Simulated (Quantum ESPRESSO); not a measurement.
**Short convergence ladders for PbBrF (P4mm, 6 atoms in the cell)**

```yaml
crystal:
  lattice:
    - [4.19761, 0.00000, 0.00000]
    - [0.00000, 4.19761, 0.00000]
    - [0.00000, 0.00000, 7.68533]
  atoms:
    - { symbol: Pb, position: [0.00000, 0.50000, 0.81591] }
    - { symbol: Pb, position: [0.50000, 0.00000, 0.19060] }
    - { symbol: Br, position: [0.50000, 0.00000, 0.65273] }
    - { symbol: Br, position: [0.00000, 0.50000, 0.34727] }
    - { symbol: F, position: [0.50000, 0.50000, 0.00000] }
    - { symbol: F, position: [0.00000, 0.00000, 0.00000] }
```

Base method: PBEsol, GBRV 1.5 ultrasoft (PBESOL) pseudopotentials (plane waves; Quantum ESPRESSO).

Base settings: ecutwfc = 40 Ry; ecutrho = 200 Ry; occupations = smearing; smearing = fd; degauss = 0.0036749 Ry; potentials = {Pb: pb_pbesol_v1.uspp.F.UPF, Br: br_pbesol_v1.4.uspp.F.UPF, F: f_pbesol_v1.4.uspp.F.UPF}; K_POINTS = automatic 2 2 2 0 0 0; conv_thr = 1e-09 Ry.

The count of work is k-points × plane waves × bands × iterations; it is no time. 

**The plane-wave cutoff**

Moved along: ecutrho.

The mesh stays at the base's, so the ladder's end is converged at best in this setting alone.

Only quantities that move along the ladder and can be compared are tabulated; the gap is left out on so coarse a mesh.

```tsv
ecutwfc	free energy less the last step's (meV/atom)	pressure (GPa)	largest difference of a force vector from the last step's (eV/Å)	count of work / last
14 Ry	10908.76	-237.56	0.443	0.027
18 Ry	3165.96	-84.77	0.128	0.043
22 Ry	917.29	-29.88	0.031	0.058
28 Ry	153.23	-7.35	0.013	0.18
40 Ry	5.56	-1.25	0.001	0.30
96 Ry	0.00	-1.13	0.000	1.0
```

Coarsest ecutwfc that holds the forces within 0.005 eV/Å of the last step, with all finer ones: 40 Ry, at 0.30 of the last step's count of work; the step before is off by 0.013 eV/Å.

Coarsest ecutwfc that holds the pressure within 1 GPa of the last step, with all finer ones: 40 Ry, at 0.30 of the last step's count of work; the step before is off by 6.2 GPa.

Coarsest ecutwfc that holds the free energy within 5 meV/atom: not settled: the last two steps still differ by 5.6 meV/atom, over half the tolerance, so the ladder does not show it.

At the lowest cutoff the pressure lies 236 GPa under the last step's, the usual sign of Pulay stress in an incomplete plane-wave basis.

**The density cutoff**

The second cell is the first with its lattice scaled by 0.98.

The mesh stays at the base's, so the ladder's end is converged at best in this setting alone.

Only quantities that move along the ladder and can be compared are tabulated; the gap is left out on so coarse a mesh.

```tsv
ecutrho	free energy less the last step's (meV/atom)	energy of the compressed cell less the first (meV/atom)	pressure (GPa)	largest difference of a force vector from the last step's (eV/Å)
80 Ry	-82.77	14.91	3.38	0.102
160 Ry	-0.86	5.12	-1.18	0.002
200 Ry	0.00	5.04	-1.25	0.001
240 Ry	0.03	5.06	-1.24	0.001
640 Ry	0.00	5.05	-1.24	0.000
```

Coarsest ecutrho that holds the free energy within 2 meV/atom of the last step, with all finer ones: 160 Ry; the step before is off by 83 meV/atom.

Coarsest ecutrho that holds the pressure within 0.1 GPa of the last step, with all finer ones: 160 Ry; the step before is off by 4.6 GPa.

Coarsest ecutrho that holds the forces within 0.02 eV/Å of the last step, with all finer ones: 160 Ry; the step before is off by 0.10 eV/Å.

On the base run: the starting cell comes from a database of computed structures (which also holds hypothetical and non-ambient phases and stackings), without a prior relaxation at this level. Its lattice was rescaled by up to half a per cent. One atom was moved a little off its site on purpose. The mesh is very coarse (it stands for a supercell whose shortest vector is 8 Å): a converged loop gives no converged values here.
